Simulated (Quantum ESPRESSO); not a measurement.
Band structure of LaMg2 (Cmcm, 6 atoms in the cell).

```
CELL_PARAMETERS angstrom
      5.05311     3.03558     0.00000
     -5.05311     3.03558     0.00000
      0.00000     0.00000     5.53897
ATOMIC_POSITIONS crystal
  La 0.68089 0.68089 0.25000
  La 0.31911 0.31911 0.75000
  Mg 0.32566 0.98928 0.25000
  Mg 0.67434 0.01072 0.75000
  Mg 0.01072 0.67434 0.75000
  Mg 0.98928 0.32566 0.25000
```

Method of the run: LDA (PZ), GBRV 1.5 ultrasoft (LDA) pseudopotentials (plane waves; Quantum ESPRESSO).

Settings: ecutwfc = 40 Ry; ecutrho = 200 Ry; occupations = smearing; smearing = methfessel-paxton; degauss = 0.0147 Ry; potentials = {La: la_lda_v1.uspp.F.UPF, Mg: mg_lda_v1.4.uspp.F.UPF}; K_POINTS = automatic 3 3 3 0 0 0; conv_thr = 1e-09 Ry; mixing_beta = 0.7.

The starting cell comes from a database of computed structures (which also holds hypothetical and non-ambient phases and stackings), without a prior relaxation at this level.

Levels in eV from the Fermi level, bands 28 to 35:
| point | 28 | 29 | 30 | 31 | 32 | 33 | 34 | 35 |
|---|---|---|---|---|---|---|---|---|
| Γ | -1.74 | -1.02 | -0.92 | 0.01 | 0.08 | 0.30 | 0.56 | 0.89 |
| X | -1.38 | -1.36 | -0.47 | -0.45 | -0.09 | 0.58 | 1.02 | 1.13 |
| S | -1.67 | -0.93 | -0.67 | -0.21 | 0.23 | 0.40 | 0.48 | 0.67 |
| R | -2.82 | -0.92 | -0.92 | 0.08 | 0.08 | 0.48 | 0.48 | 0.64 |
| A | -2.77 | -1.47 | -1.47 | 0.32 | 0.32 | 0.61 | 0.61 | 0.79 |
| Z | -1.41 | -1.02 | -1.02 | -0.53 | -0.53 | 0.34 | 0.34 | 1.00 |
| Y | -1.69 | -0.98 | -0.70 | -0.49 | 0.14 | 0.17 | 0.64 | 1.43 |
| X1 | -1.38 | -1.36 | -0.47 | -0.45 | -0.09 | 0.58 | 1.02 | 1.13 |
| A1 | -2.77 | -1.47 | -1.47 | 0.32 | 0.32 | 0.61 | 0.61 | 0.79 |
| T | -2.62 | -0.63 | -0.63 | -0.20 | -0.20 | 0.43 | 0.43 | 0.58 |

Bands cross the Fermi level along this path, so the cell is metallic at this level.
